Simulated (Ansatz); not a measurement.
Take Ge in the diamond structure (space group Fd-3m, No. 227; a = 5.674 Å) as the base.

Computed with Kohn–Sham DFT with the r2SCAN functional, run in Ansatz (an electronic-structure program) with PAW and 500 eV plane waves, scalar-relativistic without spin-orbit coupling.

Strains are applied to the cell and any free atomic positions relax.

One change was made to it. Results:

```json
[
 {"quantity": "band gap", "base": "0.36 eV", "after": "zero"},
 {"quantity": "pressure", "base": "0.0 GPa", "after": "-2.8 GPa"},
 {"quantity": "energy relative to the base (free energy F)", "base": "0 meV/atom", "after": "+9.5 meV/atom"}
]
```

### Question
Name the change that was made.
A) isotropic strain +1.50 %
B) isotropic strain +3.00 %
C) isotropic strain +1.00 %

### Answer
A, isotropic strain +1.50 %. For comparison, the energy relative to the base in the other runs: isotropic strain +1.00 % gives +4.3 meV/atom; isotropic strain +3.00 % gives +36 meV/atom.

The mesh was chosen for an insulator and is coarse for the gapless case. Whether these cells are dynamically stable was not tested. A zero or small gap of Ge under isotropic strain +1.50 %, Ge under isotropic strain +1.00 % and Ge under isotropic strain +3.00 % can be the functional's error rather than a property of the material.
